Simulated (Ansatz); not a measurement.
A (8,8) carbon nanotube, relaxed period 2.467 Å, atoms relaxed at each strain.

```tsv
strain	energy (meV a period)	axial force (nN)
-0.015	+203.8	-17.86
+0.015	+195.4	+16.74
```

The numbers are results of PBE (plane waves to 420 eV, PAW; Ansatz, a quantum-chemistry and plane-wave program), not measurements. Mesh 1×1×30. No spin polarisation. It repeats along c; a and b span vacuum. An idealised model, rolled from the flat sheet. Symmetry and one short period hold its shape; lower forms weren't sought. Buckling under compression is shut out by symmetry and the short period. Energies are free energies at a Fermi–Dirac width of 0.05 eV, from the unstrained cell.

Mean diameter 10.92 Å.

Q: Work out the axial stiffness dF/dε in two ways, and what it means for a modulus.

A: From the forces: (+16.74 − (-17.86))/0.030 = 1153 nN. From the energies: (E₊ + E₋)/(ε² c) = 0.3992 eV/(0.015² × 2.467 Å) = 719.2 eV/Å = 1152 nN. The two agree to within 1 %. Spread over the circumference π × 10.92 Å, the force value is a sheet stiffness of 336 N/m.
